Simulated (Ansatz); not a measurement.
```yaml
crystal:
  lattice:
    - [3.57185, 0.00000, 0.00000]
    - [-1.78592, 3.09331, 0.00000]
    - [0.00000, 0.00000, 38.40000]
  atoms:
    - { symbol: As, position: [0.33333, 0.66667, 0.26957] }
    - { symbol: As, position: [0.66667, 0.33333, 0.30590] }
    - { symbol: As, position: [0.33333, 0.66667, 0.37681] }
    - { symbol: As, position: [0.00000, 0.00000, 0.41293] }
    - { symbol: As, position: [0.33333, 0.66667, 0.48203] }
    - { symbol: As, position: [0.66667, 0.33333, 0.51810] }
    - { symbol: As, position: [0.33333, 0.66667, 0.58727] }
    - { symbol: As, position: [0.00000, 0.00000, 0.62340] }
    - { symbol: As, position: [0.33333, 0.66667, 0.69388] }
    - { symbol: As, position: [0.66667, 0.33333, 0.73011] }
```

Methods: PBE+D3(BJ) (plane waves to 420 eV, PAW; Ansatz, a first-principles code); PBE+D3(BJ) with spin-orbit coupling (plane waves to 420 eV, PAW; Ansatz). Geometries and values that name no level are of the first. Values not marked SOC have no spin–orbit coupling; PBE gaps are too small against experiment. Its k-point mesh 9×9×1, Fermi–Dirac width 0.01 eV. A dipole correction is on.

Task: Name the layers and their stacking, and give its gap.

Result: 5 layers of arsenene, started at antiparallel, shifted by (2/3,1/3) (facing atoms over hollows or bridges; arsenene a predicted or substrate-bound sheet, here free).
The step of the vacuum level across the stack (top less bottom) is +0.14 eV, the PBE gap over the mesh and listed points off it comes out as closed and the PBE+SOC gap at the same geometry comes out as closed or nearly so.
